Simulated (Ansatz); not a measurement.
## What electrons 1.0×10^21 cm⁻³ does to InP

Start from InP in the zinc blende structure (space group F-43m, No. 216; a = 5.960 Å).

Perturbation: electron doping at 1.0×10^21 cm⁻³ (0.0529 per cell), with a uniform compensating background at fixed cell and a 300 K Fermi–Dirac width.

Computed with Kohn–Sham DFT with the PBE functional, run in Ansatz (a program for electronic structure) with PAW and 420 eV plane waves, no spin-orbit coupling, earlier PAW set. Settings: 22×22×22 k-points, 0.0259 eV Fermi–Dirac smearing.

| quantity | base | changed | shift |
|---|---|---|---|
| gap between the host's bands | 0.44 eV | 0.43 eV | -0.01 eV |
| gap character | direct at Γ | direct at Γ | – |
| valley order (the lowest conduction-band minima on the path, energy above the VBM, named in the base's zone) | Γ 0.44 eV; L along ⟨111⟩ 1.38 eV; X along ⟨100⟩ 1.85 eV | Γ 0.43 eV; L along ⟨111⟩ 1.36 eV; X along ⟨100⟩ 1.81 eV | – |
| Fermi level relative to the doped band's edge (positive inside the band; to 0.05 eV) | – | +1.15 eV | – |

Final structure:

```yaml
crystal:
  lattice:
    - [0.00000, 2.97990, 2.97990]
    - [2.97990, 0.00000, 2.97990]
    - [2.97990, 2.97990, 0.00000]
  atoms:
    - { symbol: P, position: [0.75000, 0.75000, 0.75000] }
    - { symbol: In, position: [0.00000, 0.00000, 0.00000] }
```
Cell charge -0.052922.

Charged cell with a jellium background: band edges are those of the host's band count, energies are not comparable with the neutral cell, and many-body gap narrowing is missing. Stability against distortions was not tested.
